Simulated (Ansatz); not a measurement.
Base system: ZnO in the wurtzite structure (space group P6_3mc, No. 186; a = 3.280 Å, c = 5.293 Å).

Calculations: PBE (Ansatz, a program for electronic structure), no SOC.

For the base:

| Item | Value |
|---|---|
| Band gap | 0.74 eV |
| Valence-band top at Γ | 0.00, 0.00, -0.08 eV |
| Pressure | 0.00 GPa |

One thing is altered: the cell is scaled by 0.9898 in all directions; the atoms relax in the strained cell.

Question: What does the calculation give for the band gap, valence-band top at Γ, pressure and energy relative to the base after the change?

Answer: The band gap goes up by 0.044 eV (0.74 eV → 0.79 eV); the valence-band top at Γ (three highest levels, from the VBM) changes from 0.00, 0.00, -0.08 eV to 0.00, 0.00, -0.09 eV; the pressure (mean of the normal stresses, compression positive) goes from zero to 4.24 GPa; the energy rises by 4.8 meV/atom.

No phonon test of stability was made.
